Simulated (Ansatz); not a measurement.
Results of r²SCAN+SOC (Ansatz, an electronic-structure program, plane waves, PAW) for BaMgF₄ (Cmc2₁, No. 36, 12 atoms in the cell; start COD 2104453).

Settings: plane-wave cutoff 560 eV, 8×8×6 k mesh (along the axes of the cell as run), Fermi–Dirac smearing 0.01 eV, PAW data made under PBE.

Cell (measured lattice):

```
BaMgF4
1.0
    2.06050    -7.24400     0.00000
    2.06050     7.24400     0.00000
    0.00000     0.00000     5.81500
Ba Mg F
2 2 8
Direct
  0.85170   0.14830   0.03730
  0.14830   0.85170   0.53730
  0.41440   0.58560   0.50000
  0.58560   0.41440   0.00000
  0.92130   0.07870   0.49170
  0.07870   0.92130   0.99170
  0.47500   0.52500   0.19000
  0.52500   0.47500   0.69000
  0.33460   0.66540   0.76680
  0.66540   0.33460   0.26680
  0.30410   0.69590   0.30500
  0.69590   0.30410   0.80500
```

Q: Predict the band gap and smallest direct gap on the k points sampled.

A: 
* **band gap**: 8.00 eV (indirect)
* **smallest direct gap on the k points sampled**: 8.02 eV

Note: the file's cell can be that of a phase stable at another temperature; cell and atoms aren't relaxed at this level (largest force component 0.06 eV/Å, pressure 0.2 GPa).

Cost on a shared machine: very roughly 80 core-minutes.
